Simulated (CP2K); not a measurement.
Input and output of a self-consistent single point for FeAl (P1, 2 atoms in the cell) (CP2K).

Computed with PBE, GPW, DZVP-MOLOPT-SR-GTH basis, GTH-PBE potentials (GTH_POTENTIALS) run with CP2K 2026.2.

The change in words: lattice scaled by 0.98. Reference geometry:
```xyz
2
Lattice="2.9100 0.0000 0.0000 0.0000 2.9100 0.0000 0.0000 0.0000 2.9100" Properties=species:S:1:pos:R:3 pbc="T T T"
Al     1.4326     1.4570     1.4704
Fe     0.0224    -0.0020    -0.0154
```

Reference input (self-consistent single point, DFT PBE, GPW, DZVP-MOLOPT-SR-GTH basis, GTH-PBE potentials (GTH_POTENTIALS)): CUTOFF = 600 Ry; REL_CUTOFF = 40 Ry; SMEAR/METHOD = GAUSSIAN; SIGMA = 0.136 eV; KPOINTS/SCHEME = MONKHORST-PACK 10 10 10; GAMMA_CENTERED = T; XC_FUNCTIONAL = PBE; Al/BASIS_SET = DZVP-MOLOPT-SR-GTH-q3; Al/POTENTIAL = GTH-PBE-q3; Fe/BASIS_SET = DZVP-MOLOPT-SR-GTH-q16; Fe/POTENTIAL = GTH-PBE-q16; METHOD = GPW. This run's input differs from it in these lines:

```diff
@@ -64,5 +64,5 @@
     &CELL
-      A 2.91000000 0.00000000 0.00000000
-      B 0.00000000 2.91000000 0.00000000
-      C 0.00000000 0.00000000 2.91000000
+      A 2.85180000 0.00000000 0.00000000
+      B 0.00000000 2.85180000 0.00000000
+      C 0.00000000 0.00000000 2.85180000
       PERIODIC XYZ
```

The program printed (abridged):

```
 SCF WAVEFUNCTION OPTIMIZATION

  Step     Update method      Time    Convergence         Total energy    Change
     1 NoMix/Diag. 0.30E+00      -     1.69710409      -126.2759778801 -1.26E+02
     2 Broy./Diag. 0.30E+00      -     0.12042946      -124.0760855782  2.20E+00
     3 Broy./Diag. 0.30E+00      -     0.03479097      -126.7999309766 -2.72E+00
     4 Broy./Diag. 0.30E+00      -     0.03579590      -125.6303669396  1.17E+00
     5 Broy./Diag. 0.30E+00      -     0.00212989      -125.6244889950  5.88E-03
     6 Broy./Diag. 0.30E+00      -     0.00133642      -125.6618631581 -3.74E-02
   [... 4 lines left out ...]
    11 Broy./Diag. 0.30E+00      -     0.00000210      -125.6568069456 -5.10E-06
    12 Broy./Diag. 0.30E+00      -     0.00000041      -125.6568069320  1.36E-08
    13 Broy./Diag. 0.30E+00      -     0.00000017      -125.6568074136 -4.82E-07
    14 Broy./Diag. 0.30E+00      -     0.00000007      -125.6568074209 -7.26E-09
  *** SCF run converged in    14 steps ***

  Overlap energy of the core charge distribution:               0.00000000000006
  Self energy of the core charge distribution:               -206.24263665245761
  Core Hamiltonian energy:                                     57.38580654641497
  Hartree energy:                                              37.33045830956146
  Exchange-correlation energy:                                -14.12951538948939
  Smearing free energy correction:                             -0.00092023492193
  Fermi energy:                                                 0.41717770664683

  Total energy:                                              -125.65680742089334
  Total energy (extrapolated to sigma->0):                   -125.65634730343238

   [... lines left out ...]

 STRESS| Analytical stress tensor [bar]
 STRESS|                        x                   y                   z
 STRESS|      x        2.91928621746E+04  -2.97183011077E+02  -2.30019520908E+03
 STRESS|      y       -2.97183011077E+02   3.05984928150E+04   2.03067010626E+02
 STRESS|      z       -2.30019520908E+03   2.03067010626E+02   2.99885059641E+04
 STRESS| 1/3 Trace                                             2.99266203179E+04
```

The run converged in 14 iterations. Against the reference run the free energy falls by 11.1 meV/atom, the pressure goes from -7.34 to 2.99 GPa and the largest force goes from 0.387 to 0.467 eV/Å.

The starting cell has typed, rounded lattice constants, without a prior relaxation at this level. Its atoms were displaced at random from the sites of space group no. 221. For this run, on top of that: lattice scaled by 0.98. Spin polarisation is off. Values carry the incompleteness of an atom-centred basis.

Cost on one core of a shared machine: roughly 2 min.
